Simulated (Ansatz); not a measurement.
Take BaTiO₃ in the cubic perovskite structure (space group Pm-3m, No. 221; a = 3.970 Å) as the base.

All numbers come from PBEsol/PAW in Ansatz (a quantum-chemistry and plane-wave program), no SOC.

Before the change:

```
Item                  Result
-------------------  -------
Lattice parameter a  3.970 Å
```

Now apply this change: cell and atoms relaxed at a pressure of 45 GPa.

Problem. How does this affect the lattice parameter a?

Solution. The lattice parameter a falls by 0.2194 Å to 3.750 Å.

Load acts through the strain it causes; cell and atoms are relaxed under it. Whether these cells are dynamically stable was not tested. No other phases were tried under pressure. The final runs are not spin-polarised. Many cubic perovskites are stable only at high temperature; tilts and polar distortions were not tested. This is not the structure that BaTiO3 has at room temperature and ambient pressure.
